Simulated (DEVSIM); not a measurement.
Structure: isotype n-n heterojunction Si/Ge, at 400 K.

```tsv
layer (left to right)	material	thickness (μm)	Nd (cm⁻³)	τn (s)	τp (s)
1	Si	0.790	1.4e16	1.1e-6	1.1e-6
2	Ge	0.620	9.6e17	1.1e-6	1.1e-6
```

Left contact: ohmic. Right contact: ohmic. Voltage is applied to the left contact. Recombination: SRH at mid-gap, radiative. Mobility is constant in doping.

This is a model device: material constants are rounded textbook-type values typed into the input, and sizes, dopings and lifetimes were drawn at random. Values at 300 K; Nc and Nv go as T^1.5, mobilities as T to minus their exponent, the gap by Varshni's rule with the affinity fixed.

```
parameter               Si        Ge
----------------  --------  --------
gap (eV)             1.124     0.664
affinity (eV)         4.05         4
permittivity          11.7        16
Nc (cm⁻³)          2.86e19   1.04e19
Nv (cm⁻³)           3.1e19      6e18
μn (cm²/Vs)           1417      3900
μp (cm²/Vs)            470      1900
T exponent of μn       2.3      1.66
T exponent of μp       2.2      2.33
B (cm³/s)          4.7e-15   6.4e-14
Varshni α (eV/K)  0.000473  0.000477
Varshni β (K)          636       235
```

Model (solved in DEVSIM): 1D drift-diffusion, Boltzmann statistics, complete ionisation; no tunnelling, impact ionisation, image-force lowering or self-heating. Band offsets follow the typed affinities; no thermionic-emission limit at abrupt steps, no polarisation charge.

Tabulate band edges, carrier densities and field at zero bias.

Energies count from the Fermi level of the right contact; mesh points crowd at the junctions.

```
x (μm)    Ec (eV)  Ev (eV)  n (cm⁻³)  p (cm⁻³)  field (V/cm)
--------  -------  -------  --------  --------  ------------
0.000       0.278   -0.819    1.4e16     2.3e9           ≈ 0
0.005596    0.278   -0.819    1.4e16     2.3e9           ≈ 0
0.01675     0.278   -0.819    1.4e16     2.3e9           ≈ 0
0.04162     0.278   -0.819    1.4e16     2.3e9           ≈ 0
0.1225      0.278   -0.819    1.4e16     2.3e9           ≈ 0
0.2582      0.278   -0.819    1.4e16     2.3e9           ≈ 0
0.5052      0.278   -0.819    1.4e16     2.3e9           -16
0.6892      0.271   -0.825    1.7e16     1.9e9         -1600
0.7437      0.250   -0.846    3.1e16     1.0e9         -8000
0.7711      0.212   -0.884    9.4e16     3.4e8        -24000
0.7833      0.169   -0.928    3.3e17     9.7e7        -54000
0.7906      0.159   -0.465    1.6e17    1.3e13        -85000
0.7969      0.121   -0.503    4.7e17    4.3e12        -39000
0.8105      0.099   -0.525    8.9e17    2.3e12         -4400
0.8516      0.097   -0.527    9.6e17    2.1e12           ≈ 0
0.9277      0.097   -0.527    9.6e17    2.1e12           ≈ 0
1.091       0.097   -0.527    9.6e17    2.1e12           ≈ 0
1.256       0.097   -0.527    9.6e17    2.1e12           ≈ 0
1.357       0.097   -0.527    9.6e17    2.1e12           ≈ 0
1.388       0.097   -0.527    9.6e17    2.1e12           ≈ 0
1.402       0.097   -0.527    9.6e17    2.1e12           ≈ 0
1.410       0.097   -0.527    9.6e17    2.1e12           ≈ 0
```
